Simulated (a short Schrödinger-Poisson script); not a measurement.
Structure: MOS inversion layer, SiO2 on p-type Si(110), at 300 K.

From the gate side: 1.7 nm SiO2; 380 nm Si, acceptors 1.3e18 cm⁻³.

The device is made up for the run: typed textbook-type constants, with dimensions and the other settings drawn at random. SiO2: permittivity 3.9, conduction-band edge (eV) 3.15, gap (eV) 9, electron mass (mₑ) 0.5. Si: permittivity 11.7, conduction-band edge (eV) 0, gap (eV) 1.124, Nv at 300 K (cm⁻³) 3.1e19.

Channel valleys (confinement mass, in-plane density-of-states mass, number): Δ4 0.315, 0.324, 4; Δ2 0.19, 0.417, 2. At the gate the conduction-band edge of layer 1 lies 3.34 eV − eVg above the Fermi level of the channel; the field vanishes at the back. Gaps are held at their typed values at every temperature. Mesh 0.03 nm at interfaces.

Solved with a short Schrödinger-Poisson script written for these runs: 1D Poisson equation in equilibrium, electrons quantum, Hartree (BenDaniel-Duke, 12 states a valley, the channel's in-plane mass for all, wave functions free to enter the dielectric), parabolic valleys, classical holes, full ionisation, no traps, pinning or gate leakage.

```tsv
Vg (V)	electrons (cm⁻²)	C (μF/cm²)	Δ4 E0 (meV from the Fermi level)	Δ2 E0 (meV from the Fermi level)
0.45	3.69e9	0.303	219.4	242.0
0.5	1.70e10	0.349	179.8	202.8
0.55	6.97e10	0.517	143.2	166.5
0.6	2.16e11	0.818	113.8	137.4
0.65	4.76e11	1.08	93.1	117.1
0.7	8.18e11	1.25	78.8	103.2
0.75	1.21e12	1.36	68.3	93.1
0.8	1.63e12	1.42	60.2	85.3
0.85	2.08e12	1.47	53.6	79.1
0.9	2.54e12	1.51	48.0	73.9
0.95	3.01e12	1.54	43.2	69.5
1	3.49e12	1.56	39.0	65.6
1.05	3.98e12	1.58	35.2	62.2
1.1	4.47e12	1.59	31.8	59.1
1.15	4.97e12	1.61	28.7	56.3
1.2	5.48e12	1.62	25.7	53.7
```

Gate voltages with under 1e9 electrons/cm² are left out.

At Vg = 1.2 V the lowest Δ4 subband lies at 25.7 meV from the Fermi level. How many electrons does it hold, and what share of all?

The two-dimensional density of states is g m/(πħ²) = 5.41e11 cm⁻² meV⁻¹ (both spins), kT = 25.9 meV, so n = D kT ln(1 + exp(−E/kT)) = 4.40e12 cm⁻², 0.80 of the 5.48e12 cm⁻² in all.

Compare the slope of the sheet density between 1.1 and 1.2 V with the geometric capacitance of the layers between gate and channel.

q Δn/ΔV = 1.62 μF/cm²; ε0/Σ(t/ε) = 2.03 μF/cm². The ratio is 0.80: the channel acts as a further capacitance in series.
